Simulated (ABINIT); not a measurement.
Input and output of a self-consistent single point for NaMgF₃ (Pm-3m, 5 atoms in the cell) (ABINIT).

Method of the run: LDA (PW92), norm-conserving pseudopotentials (PseudoDojo nc-sr-04 LDA standard) (plane waves; ABINIT).

```
NaMgF3
1.0
    4.01998     0.00000     0.00000
    0.00000     4.01998     0.00000
    0.00000     0.00000     4.01998
Na Mg F
1 1 3
Direct
  0.00000   0.00000   0.00000
  0.50000   0.50000   0.50000
  0.50000   0.50000   0.00000
  0.00000   0.50000   0.50000
  0.50000   0.00000   0.50000
```

Reference input (self-consistent single point, DFT, PBEsol, plane waves, norm-conserving pseudopotentials (PseudoDojo nc-sr-04 PBEsol standard)): pseudos = [Na.upf, Mg.upf, F.upf]; ecut = 88 Ry; occopt = 1; ngkpt = 8 8 8; nshiftk = 1; shiftk = 0 0 0; potentials = PseudoDojo nc-sr-04 PBEsol standard; nband = 23; kptopt = 1; nstep = 50; tolvrs = 1e-11; diemac = 4. This run's input differs from it in these lines:

```diff
@@ -1,2 +1,2 @@
-# NaMgF3, PseudoDojo nc-sr-04 PBEsol standard
+# NaMgF3, PseudoDojo nc-sr-04 LDA standard
 pp_dirpath "./"
```

Its files differ too (potentials: PseudoDojo nc-sr-04 PBEsol standard → PseudoDojo nc-sr-04 LDA standard).

Log, with long lists cut:

```
--- !BeginCycle
solver: {iscf: 7, nstep: 50, nline: 4, wfoptalg: 0, }
tolerances: {tolvrs: 1.00E-11, }
...

     iter   Etot(hartree)      deltaE(h)  residm     vres2
 ETOT  1  -178.69416323111    -1.787E+02 2.007E-01 5.219E+02
 ETOT  2  -178.75849553475    -6.433E-02 8.141E-03 5.455E+02
 ETOT  3  -178.94905486359    -1.906E-01 4.190E-03 1.967E+01
 ETOT  4  -178.95281322528    -3.758E-03 2.708E-03 1.009E+00
 ETOT  5  -178.95302847855    -2.153E-04 7.600E-04 2.351E-02
   [... 2 lines left out ...]
 ETOT  8  -178.95303129662    -1.344E-08 5.389E-05 4.189E-06
 ETOT  9  -178.95303129720    -5.854E-10 7.225E-05 5.055E-08
 ETOT 10  -178.95303129723    -2.683E-11 3.296E-05 1.300E-10
 ETOT 11  -178.95303129722     6.708E-12 8.451E-05 2.408E-13
 At SCF step   11       vres2   =  2.41E-13 < tolvrs=  1.00E-11 =>converged.

 Cartesian components of stress tensor (hartree/bohr^3)
  sigma(1 1)=  3.07782431E-04  sigma(3 2)=  0.00000000E+00
  sigma(2 2)=  3.07782431E-04  sigma(3 1)=  0.00000000E+00
  sigma(3 3)=  3.07782431E-04  sigma(2 1)=  0.00000000E+00

 ----iterations are completed or convergence reached----

 reduced coordinates (array xred) for    5 atoms
       0.000000000000      0.000000000000      0.000000000000
       0.500000000000      0.500000000000      0.500000000000
       0.500000000000      0.500000000000      0.000000000000
       0.000000000000      0.500000000000      0.500000000000
       0.500000000000      0.000000000000      0.500000000000
 cartesian forces (eV/Angstrom) at end:
    1     -0.00000000000000    -0.00000000000000    -0.00000000000000
   [... lines left out ...]
 Fermi (or HOMO) energy (hartree) =  -0.05223   Average Vxc (hartree)=  -0.35728
 Fermi (or HOMO) energy (eV) =  -1.42129   Average Vxc (eV)=  -9.72220
   [... lines left out ...]
total_energy        : -1.78953031297223E+02
total_energy_eV     : -4.86955962753932E+03
band_energy         : -2.85669857819693E+01
...

-Cartesian components of stress tensor (GPa)         [Pressure= -9.0553E+00 GPa]
- sigma(1 1)=  9.05527022E+00  sigma(3 2)=  0.00000000E+00
- sigma(2 2)=  9.05527022E+00  sigma(3 1)=  0.00000000E+00
- sigma(3 3)=  9.05527022E+00  sigma(2 1)=  0.00000000E+00

 Calculation completed.
```

The run converged in 11 iterations. Against the reference run the pressure goes from -5.34 to -9.06 GPa and the gap on the mesh goes from 5.636 to 5.422 eV.

The starting cell comes from a database of computed structures (which also holds hypothetical and non-ambient phases and stackings), without a prior relaxation at this level. Its lattice was rescaled by a random factor within 2.5 % of one. With a pressure of about -9 GPa the cell is away from its equilibrium volume at this level.

Cost on one core of a shared machine: roughly 3 min.
